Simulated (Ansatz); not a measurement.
The parent structure is NbAs (space group I4_1md, No. 109; relaxed with 0.1 eV smearing).

```yaml
crystal:
  lattice:
    - [-1.73693, 1.73693, 5.87465]
    - [1.73693, -1.73693, 5.87465]
    - [1.73693, 1.73693, -5.87465]
  atoms:
    - { symbol: Nb, position: [0.99889, 0.99889, 0.00000] }
    - { symbol: Nb, position: [0.74889, 0.24889, 0.50000] }
    - { symbol: As, position: [0.41711, 0.41711, 0.00000] }
    - { symbol: As, position: [0.16711, 0.66711, 0.50000] }
```

Cartesian axes are those of the cell as printed.

The values are results of PBE, PAW, 420 eV (Ansatz, a first-principles code; spin-orbit coupling left out), not measurements.

Base values:

| Item | Result |
|---|---|
| Shortest interatomic distance | 2.631 Å |

It is then changed as follows: compressive biaxial strain of 2.10 % in the plane normal to [001], as in epitaxy on a mismatched substrate; the out-of-plane cell vector and the atoms relax.

Problem. Predict the new shortest interatomic distance.

Solution. The shortest interatomic distance falls by 0.023 Å, from 2.631 Å to 2.608 Å.

Problem. What does the calculation give for the in-plane stress after the change?

Solution. The mean in-plane stress (compression positive) comes out as +6.5 GPa.

Problem. How does this affect the ratio −ε⊥/ε∥?

Solution. The ratio −ε⊥/ε∥ comes out as 1.07.

No phonon test of stability was made. All final runs are without spin polarisation.
